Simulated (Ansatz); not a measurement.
Where the default PAW files enter, the runs use the earlier of Ansatz's two default sets.

By PBEsol, the system below comes out a metal.

Without scattering a metal conducts by its projected Fermi surface.

Consider the following.

```xyz
8
Lattice="3.3213 0.0000 0.0000 0.0000 5.5698 0.0000 0.0000 0.0000 4.9873" Properties=species:S:1:pos:R:3 pbc="T T T"
Si     0.8303     2.3264     4.0950
Si     2.4910     3.2434     0.8923
Si     2.4910     5.1113     3.3859
Si     0.8303     0.4585     1.6014
Ni     2.4910     1.7349     2.5333
Ni     0.8303     3.8349     2.4540
Ni     0.8303     4.5198     4.9476
Ni     2.4910     1.0500     0.0396
```

Space group of this cell: Pnma. The cell is strained (lengths along the current scaled by 0.97, ions clamped); by PBEsol its mean pressure is 5.4 GPa.

The current flows along the normal of the first two printed cell vectors. No spin-orbit coupling; the value is a mean over 0.1 eV about the Fermi level.

Q: Estimate the ballistic conductance per area that PBEsol in Ansatz (a first-principles code) returns for this system.

A: 0.67 × 10¹⁵ S/m² for both spins.
